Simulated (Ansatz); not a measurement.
# Effective masses and thermopower of SrTiO₃ under load (space group P4/mmm)

Data:

```yaml
crystal:
  lattice:
    - [3.88133, 0.00000, 0.00000]
    - [0.00000, 3.88133, 0.00000]
    - [0.00000, 0.00000, 3.89695]
  atoms:
    - { symbol: Sr, position: [0.00000, 0.00000, 0.00000] }
    - { symbol: Ti, position: [0.50000, 0.50000, 0.50000] }
    - { symbol: O, position: [0.50000, 0.00000, 0.50000] }
    - { symbol: O, position: [0.00000, 0.50000, 0.50000] }
    - { symbol: O, position: [0.50000, 0.50000, 0.00000] }
```

Method: PBEsol with spin-orbit coupling, rigid bands (plane waves, PAW; Ansatz, a quantum-chemistry and plane-wave program). Condition of this run: biaxial stress xx = yy = 1 GPa (compression positive) (the target of the relaxation). How the cell was made: cell and atoms relaxed with PBEsol, then loaded as said.

| Property | Result |
|---|---|
| band gap | 1.84 eV |
| electron conductivity mass (300 K, dilute) | 0.67 (x), 0.67 (y), 0.61 (z) mₑ |
| hole conductivity mass (300 K, dilute) | 1.74 (x), 1.74 (y), 2.1 (z) mₑ |
| effective density of states N_c (300 K) | 5.3e19 cm⁻³ |
| effective density of states N_v (300 K) | 2.0e20 cm⁻³ |
| density-of-states mass, electrons | 1.64 mₑ |
| density-of-states mass, holes | 4.0 mₑ |
| Seebeck coefficient, n-type 1e19 cm⁻³, 300 K | -390 μV/K |
| Seebeck coefficient, p-type 1e19 cm⁻³, 300 K | 512 μV/K |

Rigid bands; masses and Seebeck coefficients take one relaxation time τ for all states and one kind of carrier; polarons and phonon drag are left out.
